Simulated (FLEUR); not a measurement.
Checking a run of FLEUR on NiO (Fm-3m, 2 atoms in the cell). The aim is a self-consistent single point with DFT, PBE, all-electron FLAPW (FLEUR), scalar-relativistic valence.

Cell that was meant: a = 2.9602 Å, b = 2.9602 Å, c = 2.9602 Å, α = 60.00°, β = 60.00°, γ = 60.00°.

Part of the input:

```xml
   </cell>
   <atomSpecies>
      <species name="Nickel (Ni2.000" element="Ni" atomicNumber="28">
         <mtSphere radius="1.53" gridPoints="813" logIncrement="0.015"/>
         <atomicCutoffs lmax="10" lnonsphr="8"/>
         <electronConfig flipSpins="F">
            <coreConfig>(1s1/2) (2s1/2) (2p1/2) (2p3/2) (3s1/2)</coreConfig>
[...]
         <lo type="SCLO" l="1" n="3" eDeriv="0"/>
      </species>
      <species name="Oxygen (O)" element="O" atomicNumber="8">
         <mtSphere radius="0.86" gridPoints="461" logIncrement="0.023"/>
         <atomicCutoffs lmax="6" lnonsphr="4"/>
         <electronConfig flipSpins="F">
            <coreConfig>(1s1/2)</coreConfig>
```

Output (repeated stretches shortened):

```
      Welcome to FLEUR        (www.flapw.de)
      MaX-Release 8.1          (www.max-centre.eu)

 ========== k-point set info ==========
 Selected k-point list: default-1
 k-point list type: mesh
 7 x 7 x 7
 Number of k points: 20

 ------------Calculation Setup---------------------------
           1           2           4           5          10          20
 Number of basis functions:          203
 Iteration:     1   Distance:      36.46260480 me/bohr^3
 Iteration:     2   Distance:      33.80450667 me/bohr^3
 Iteration:     3   Distance:      25.23337282 me/bohr^3
 Iteration:     4   Distance:      14.27371752 me/bohr^3
 Iteration:     5   Distance:      10.01284265 me/bohr^3
   [... 12 lines left out ...]
 Iteration:    18   Distance:       0.00032924 me/bohr^3
 Iteration:    19   Distance:       0.00008763 me/bohr^3
 Iteration:    20   Distance:       0.00007786 me/bohr^3
 Iteration:    21   Distance:       0.00000644 me/bohr^3
 Run finished successfully
 Stop message:
   Structural relaxation: Done

[file out, last iteration]
             iter=     22
[...]
          total density-effective poten   -2.5270290515E+03
          total charge density-energy d   -7.1934402153E+01
 Updated energy parameters for spin:           1
 Updated energy parameters for spin:           2
[...]
 fermi energy and band-weighting factors:
    1.166796    1.337971

[...]
FERMIE:
          first approx. to ef    (T=0)  :   0.382429 htr   (energy of the highest occ. eigenvalue)
          number of occ. states  (T=0)  :        441
          first approx. to seigv (T=0)  :  -8.849128 htr
          sum of weights of occ. states :  22.000000
          sum of semicore charge        :   0.000000 e
   [... lines left out ...]
          total moment                 =     1.39359
 Direct bandgap for spin            1 :    2.5629980231242189E-002  Htr
 Direct bandgap for spin            2 :    1.9341474592091901E-002  Htr
 ---->    free energy=                     -1595.5268213501 htr
   [... lines left out ...]
 ***** TOTAL FORCES ON ATOMS *****
 TOTAL FORCE FOR ATOM TYPE=  1  X=  0.000   Y=  0.000   Z=  0.000
                       FX_TOT= 0.000000 FY_TOT= 0.000000 FZ_TOT= 0.000000
 TOTAL FORCE FOR ATOM TYPE=  2  X=  3.956   Y=  3.956   Z=  3.956
                       FX_TOT= 0.000000 FY_TOT= 0.000000 FZ_TOT= 0.000000
 Structural relaxation: Done
```

FLEUR gives forces in its relaxation mode, with a further iteration, so its stop message speaks of a relaxation.

Question: Is anything amiss in this input, and did it matter?

Answer: The run is not sound. The fault is muffin-tin spheres that are too small. Small spheres let core charge leak out and need a larger plane-wave cutoff. To fix it, use nearly touching spheres. The run converged in 21 iterations without an error; against the sound input the total energy rises by 7.01 eV/atom and the size of the net moment goes from 0.91 to 0.70 μB/atom.

The sound input it was made from differs as follows (other fixes are possible):
```diff
-         <mtSphere radius="1.53" gridPoints="813" logIncrement="0.015"/>
+         <mtSphere radius="2.36" gridPoints="813" logIncrement="0.015"/>
-         <mtSphere radius="0.86" gridPoints="461" logIncrement="0.023"/>
+         <mtSphere radius="1.33" gridPoints="461" logIncrement="0.023"/>
```

With that input, the run converged in 47 iterations: total energy -43430.5087 eV; Fermi level (on the code's own zero) 8.87 eV; size of the cell's spin moment 1.81 μB; site moments (μB, in the program's spheres or projections) Ni 1.51, O 0.26 (DFT, PBE, all-electron FLAPW (FLEUR), scalar-relativistic valence).

On the sound input: the starting cell comes from a database of computed structures (which also holds hypothetical and non-ambient phases and stackings), without a prior relaxation at this level. With one magnetic atom in the cell only a parallel order is possible. Values depend on the basis (sphere radii, cutoffs, local orbitals), which need not be converged. The log's line on a gap gives a spacing of levels on this mesh, which the program prints for metals too.
